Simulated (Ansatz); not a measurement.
# Phonon-limited transport in Rh3Si2 (P-3m1)

Given:

```yaml
crystal:
  lattice:
    - [3.95700, 0.00000, 0.00000]
    - [-1.97850, 3.42686, 0.00000]
    - [0.00000, 0.00000, 5.03694]
  atoms:
    - { symbol: Si, position: [0.33333, 0.66667, 0.19802] }
    - { symbol: Si, position: [0.66667, 0.33333, 0.80198] }
    - { symbol: Rh, position: [0.33333, 0.66667, 0.67344] }
    - { symbol: Rh, position: [0.66667, 0.33333, 0.32656] }
    - { symbol: Rh, position: [0.00000, 0.00000, 0.00000] }
```

All values below come from PBEsol, DFPT electron-phonon coupling, linearised Boltzmann equation (plane waves, PAW, scalar-relativistic; Ansatz, a first-principles code). How the cell was made: relaxed with this functional, without spin-orbit coupling.

- resistivity at 300 K: 4.5 (x), 4.5 (y), 6.3 (z) μΩ·cm
- resistivity at 77 K: 0.52 (x), 0.52 (y), 0.74 (z) μΩ·cm
- electron mean free path at 300 K (weighted by the current that each state carries): 30 (x), 30 (y), 28 (z) nm
- electron-phonon coupling λ: 0.129
- transport coupling λ_tr: 0.137 (x), 0.137 (y), 0.141 (z)
- logarithmic mean phonon energy: 20 meV
- density of states at the Fermi level: 0.60 states/(eV·spin·cell)
- Drude plasma energy: 5.6 (x), 5.6 (y), 4.8 (z) eV
- Tc for μ* = 0.10 (anisotropic Eliashberg): below 1 K
- Tc for μ* = 0.13 (anisotropic Eliashberg): below 1 K

A metal at this level (no band gap). Only scattering by harmonic phonons is included (no impurities, grain boundaries, electron-electron scattering or thermal expansion). Spin-orbit coupling is left out. The run warned that the eigensolver left some states short of its tolerance. Halving the electron mesh (24x24x16) moves the resistivity by up to 8 % at 300 K, the mean free path by up to 5 %, the coupling by up to 2 %. Smearing 0.20 eV; phonons on a 4x4x3 q mesh, which this run doesn't test and which matters most at low temperature. Tc comes from the anisotropic Migdal-Eliashberg equations with μ*, a chosen number, referred to 27 meV.

Computed structure with no diffraction record at hand here (it may be known, metastable or hypothetical): Rh3Si2 (P-3m1).
